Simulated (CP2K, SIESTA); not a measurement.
A CP2K input for a self-consistent single point of SrTe (Fm-3m, 2 atoms in the cell) (DFT PBE, GPW, DZVP-MOLOPT-SR-GTH basis, GTH-PBE potentials (GTH_POTENTIALS)):

```
&GLOBAL
  PROJECT srte
  RUN_TYPE ENERGY_FORCE
  PRINT_LEVEL LOW
&END GLOBAL
&FORCE_EVAL
  METHOD Quickstep
  STRESS_TENSOR ANALYTICAL
  &DFT
    BASIS_SET_FILE_NAME BASIS_MOLOPT
    POTENTIAL_FILE_NAME GTH_POTENTIALS
    &QS
      METHOD GPW
      EPS_DEFAULT 1E-10
    &END QS
    &MGRID
      CUTOFF 500
      REL_CUTOFF 50
      NGRIDS 5
    &END MGRID
    &SCF
      SCF_GUESS ATOMIC
      EPS_SCF 1E-6
      MAX_SCF 100
      ADDED_MOS 4
      &DIAGONALIZATION
        ALGORITHM STANDARD
      &END DIAGONALIZATION
      &MIXING
        METHOD BROYDEN_MIXING
        ALPHA 0.3
        NBUFFER 12
        BETA 1
      &END MIXING
      &SMEAR ON
        METHOD FERMI_DIRAC
        ELECTRONIC_TEMPERATURE [K] 116.05
      &END SMEAR
    &END SCF
    &KPOINTS
      SCHEME MONKHORST-PACK 9 9 9
    &END KPOINTS
    &XC
      &XC_FUNCTIONAL PBE
      &END XC_FUNCTIONAL
    &END XC
    &PRINT
      &MO
        EIGENVALUES T
        OCCUPATION_NUMBERS T
        NDIGITS 8
        FILENAME mo
        &EACH
          QS_SCF 0
        &END EACH
        ADD_LAST NUMERIC
      &END MO
      &MULLIKEN OFF
      &END MULLIKEN
    &END PRINT
  &END DFT
  &SUBSYS
    &CELL
      A 4.62345200 0.00000000 0.00000000
      B 2.31172600 4.00402700 0.00000000
      C 2.31172600 1.33467600 3.77503200
      PERIODIC XYZ
    &END CELL
    &COORD
      SCALED
      Sr       0.00000000     0.00000000     0.00000000
      Te       0.50000000     0.50000000     0.50000000
    &END COORD
    &KIND Sr
      BASIS_SET DZVP-MOLOPT-SR-GTH-q10
      POTENTIAL GTH-PBE-q10
    &END KIND
    &KIND Te
      BASIS_SET DZVP-MOLOPT-SR-GTH-q6
      POTENTIAL GTH-PBE-q6
    &END KIND
  &END SUBSYS
  &PRINT
    &FORCES ON
    &END FORCES
    &STRESS_TENSOR ON
    &END STRESS_TENSOR
  &END PRINT
&END FORCE_EVAL
```

Problem. Translate this input to SIESTA.

Solution. One input that does it (others would too):

```
# files in the folder: Sr.psml Te.psml (PseudoDojo PBE standard)
SystemName  SrTe
SystemLabel SrTe

NumberOfAtoms                2
NumberOfSpecies              2
%block ChemicalSpeciesLabel
  1 38 Sr
  2 52 Te
%endblock ChemicalSpeciesLabel
LatticeConstant              4.623452 Ang
%block LatticeVectors
     0.000000000    0.707106725    0.707106725
     0.707106725    0.000000000    0.707106725
     0.707106725    0.707106725    0.000000000
%endblock LatticeVectors
AtomicCoordinatesFormat      Bohr
%block AtomicCoordinatesAndAtomicSpecies
     0.000000000    0.000000000    0.000000000  1
     6.178032486    6.178032486    6.178032486  2
%endblock AtomicCoordinatesAndAtomicSpecies

XC.functional                GGA
XC.authors                   PBE
PAO.BasisSize                DZP
PAO.EnergyShift              0.01 Ry
MeshCutoff                   300 Ry
%block kgrid.MonkhorstPack
    9   0   0  0.0
    0   9   0  0.0
    0   0   9  0.0
%endblock kgrid.MonkhorstPack
OccupationFunction           FD
ElectronicTemperature        10.0 meV

MaxSCFIterations             150
SCF.Mixer.Method             Pulay
SCF.Mixer.Weight             0.25
SCF.Mixer.History            8
SCF.DM.Tolerance             1.0E-05
Diag.ParallelOverK           true
WriteForces                  true
```

Basis settings and potentials, where a program has them, do not carry over. This input uses DFT, GGA PBE, numerical atomic orbitals DZP, PseudoDojo PBE standard norm-conserving potentials (rewritten from UPF to PSML). Both were run: pressure 3.38 GPa in CP2K and 5.40 in SIESTA; gap on the mesh 1.947 eV in CP2K and 3.010 in SIESTA.

On CP2K: the starting cell has typed, rounded lattice constants, without a prior relaxation at this level. Its lattice was rescaled by a random factor within 2.5 % of one. For this run, on top of that: lattice scaled by 0.98. Spin-orbit coupling is off. Values carry the incompleteness of an atom-centred basis. With a pressure of about 3 GPa the cell is away from its equilibrium volume at this level.

On SIESTA: the starting cell has typed, rounded lattice constants, without a prior relaxation at this level. Its lattice was rescaled by a random factor within 2.5 % of one. For this run, on top of that: lattice scaled by 0.98. Spin-orbit coupling is off. Values carry the incompleteness of an atom-centred basis. The basis of the alkali or alkaline-earth atoms may lack their empty d shell, which can raise the gap. With a pressure of about 5 GPa the cell is away from its equilibrium volume at this level.
